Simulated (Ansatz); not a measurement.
## NiGe (Pnma, No. 62, 8 atoms in the cell; start mp-1099)

Computed with PBEsol (plane waves, PAW; Ansatz, an electronic-structure program).

Settings: plane-wave cutoff 520 eV, 10×16×10 k mesh (along the axes of the cell as run), Fermi–Dirac smearing 0.05 eV, no spin polarisation, scalar-relativistic PAW data made under PBE.

Cell (relaxed at this level):

```
CELL_PARAMETERS angstrom
      5.30550     0.00000     0.00000
      0.00000     3.44772     0.00000
      0.00000     0.00000     5.73226
ATOMIC_POSITIONS crystal
  Ni 0.50704 0.25000 0.68910
  Ni 0.49296 0.75000 0.31090
  Ni 0.99296 0.75000 0.18910
  Ni 0.00704 0.25000 0.81090
  Ge 0.68860 0.25000 0.08892
  Ge 0.31140 0.75000 0.91108
  Ge 0.81140 0.75000 0.58892
  Ge 0.18860 0.25000 0.41108
```

```
Quantity             Result
------------  -------------
band gap      zero (no gap)
bulk modulus        154 GPa
```

Note: the relaxation could not lower the start's symmetry, so the cell can be a saddle point above a distorted one; the bulk modulus is −V dP/dV from two relaxed cells at ±2 % in volume.

Spin–orbit coupling is not included.

Computed values are for the static lattice.

It cost very roughly 9 core-minutes of CPU time.

A start named mp-… is a Materials Project structure, which need not be a measured phase.
